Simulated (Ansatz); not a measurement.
Al₂Cu (I4/mcm, No. 140), relaxed in Ansatz (plane waves) with several semilocal functionals. Each gives its own volume and its own bulk modulus:

```
level      V0 (Å³/atom)  bulk modulus B0 (GPa)   ln V0   ln B0
---------  ------------  ---------------------  ------  ------
r²SCAN-D4        14.225                  118.1  2.6550  4.7715
PBE-D4           14.321                  111.0  2.6617  4.7095
PBE              14.912                  99.77  2.7022  4.6029
rVV10            14.974                  97.48  2.7063  4.5796
RPBE             15.267                  94.19  2.7257  4.5453
BLYP             15.622                  80.61  2.7487  4.3896
```

Q: Fit a straight line to ln B0 against ln V0. What does it predict for revPBE, whose volume is 15.176 Å³/atom?

A: With x = ln V0 and y = ln B0: means 2.69993 and 4.59973; Σ(Δx Δy) = -0.02369, Σ(Δx²) = 0.006569, so the slope is -3.61. At x = 2.7197 the line gives y = 4.59973 + (-3.61) × (2.7197 − 2.69993) = 4.5284, or 92.61 GPa. The run with revPBE gives 95.62 GPa, +3.3 % from the line. The rows used scatter about it by up to 3.9 %, while the largest value lies 47 % above the smallest. For comparison, PBE's own equation of state has B′ = 4.5, the slope −d ln B/d ln V at a fixed functional; the two needn't agree, since functionals also differ at one volume.

Ansatz's density-functional and Hartree–Fock values are scalar-relativistic unless marked +SOC, with PAW data made under PBE.

Ansatz is a program for electronic structure.
